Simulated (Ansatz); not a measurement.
A hypothetical phase is included: elements placed on a structure type, which no database files for this compound.

Inside the gap of an insulator the Bloch states are evanescent, with a wavenumber k + iκ along the transport direction.

Consider the following.

```xyz
6
Lattice="5.8689 -1.2943 -0.0001 -1.8263 7.6482 0.0001 -2.9344 0.6471 1.8738" Properties=species:S:1:pos:R:3 pbc="T T T"
B     -0.9131     3.8241     0.0001
B     -4.4564     7.0207     1.8739
B      2.6301     0.6276     1.8737
N      2.9345    -0.6471     1.8736
N     -0.6087     2.5494     0.0000
N     -1.2176     5.0988     0.0002
```

The cell was relaxed by PBE-D3(BJ); by r2SCAN it stands under a pressure of -1.5 GPa.

Transport runs along the normal of the first two printed cell vectors.

The gap is the functional's own, uncorrected, and κ follows it; spin-orbit coupling is left out. Mid-gap means the computed energy nearest the middle.

**Question.** Predict the band gap and the smallest decay constant κ at mid-gap from r2SCAN in Ansatz (an electronic-structure program).

**Answer.** Gap 3.44 eV on a 16×4×16 mesh; κ = 0.479 1/Å, at the zone centre.
